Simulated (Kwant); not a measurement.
System: GaAs/Al0.3Ga0.7As stack with 1 barrier. One parabolic valley. Leads of mass 0.067 mₑ with the band edge at 0; grid 0.1 nm; bias swept from 0.0096 to 0.44756 V, dropping linearly over the stack. Emitter Fermi level 0.039 eV, 300 K, equal in the collector.

| layer | thickness (nm) | band offset (eV) | mass (mₑ) |
|---|---|---|---|
| 1 | 2.9 | 0.24 | 0.092 |

Constants are typed, rounded textbook-type inputs, not results; the design itself was drawn at random and stands for no fabricated device.

Kwant, one-band effective-mass tight-binding model in one dimension, coherent, no space charge, current by the Tsu-Esaki formula.

Sweep values stay those of the base run.

The thickness of the first barrier was swept, all else fixed.

```
thickness of the first barrier (nm)  J (A/cm²) at bias = 0.2205 V  J (A/cm²) at bias = 0.3340 V  J (A/cm²) at bias = 0.1069 V  J (A/cm²) at bias = 0.4476 V
-----------------------------------  ----------------------------  ----------------------------  ----------------------------  ----------------------------
1.7                                                        631000                        694000                        531000                        751000
2.3                                                        399000                        497000                        291000                        601000
2.9                                                        243000                        349000                        154000                        483000
3.5                                                        147000                        246000                         80700                        398000
4.1                                                         90000                        178000                         42400                        340000
```

From the first row to the last the J at bias = 0.2205 V goes from 631000 to 90000. From the first row to the last the J at bias = 0.3340 V goes from 694000 to 178000.
